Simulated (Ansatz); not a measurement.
# PBE against PBEsol: hypothetical P-62m Y3Si5

Consider Y3Si5 (space group P-62m, No. 189; a = 6.5914 Å, c = 4.1888 Å; a hypothetical phase, not in the database extracts checked).

(Cell as relaxed with PBE.)

Levels (all Ansatz, a quantum-chemistry and plane-wave program, PAW): PBE (420 eV, scalar-relativistic without spin-orbit coupling); PBEsol (420 eV, without spin-orbit coupling).

Each level relaxes its own structure.

```
quantity                  PBE    PBEsol
-------------------  --------  --------
volume per atom      19.70 Å³  19.00 Å³
lattice parameter a   6.591 Å   6.502 Å
lattice parameter c   4.189 Å   4.151 Å
band gap                 zero      zero
```

PBE's volume per atom lies 0.706 Å³ above PBEsol's (3.7 %); PBE's lattice parameter a lies 0.0896 Å above PBEsol's (1.4 %); PBE's lattice parameter c lies 0.038 Å above PBEsol's (0.9 %); the two agree on the band gap. Neither level is exact; PBEsol is the comparison here, not a measurement.

No phonon test of stability was made. All final runs are without spin polarisation. An odd electron count without spin: Y3Si5.
